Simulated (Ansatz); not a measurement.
Defect: interstitial S in bcc Ta, neutral cell. Method: PBE, PAW (plane waves to 420 eV; Ansatz, a quantum-chemistry and plane-wave program).

Settings: 36 host sites, the relaxed PBE lattice, a 2×2×3 k-point mesh shifted by half a step, smearing 0.10 eV, spin-restricted, no image-charge correction. No zero-point or tunnelling terms. Spin-orbit coupling is left out. Sites that were not tried may lie lower.

Barriers: single points on a 3×3×4 k-point mesh shifted by half a step at the bands' geometries.

The step: several atoms move together, S the farthest; the atom moves 1.65 Å along (0.00, 0.00, -0.50) of the unit cell; the moving atom starts with neighbours 2 Ta at 2.21, 4 Ta at 2.40 Å and ends with 2 Ta at 2.21, 4 Ta at 2.40 Å.

Question: Estimate the migration barrier of this step that PBE, PAW returns for this input.

Answer: 1.40 eV, the same both ways. At the saddle the moving atom has neighbours 4 Ta at 2.27 Å. The saddle point's order was not checked, and it lies on a symmetry element of the cell, where a band can be held.
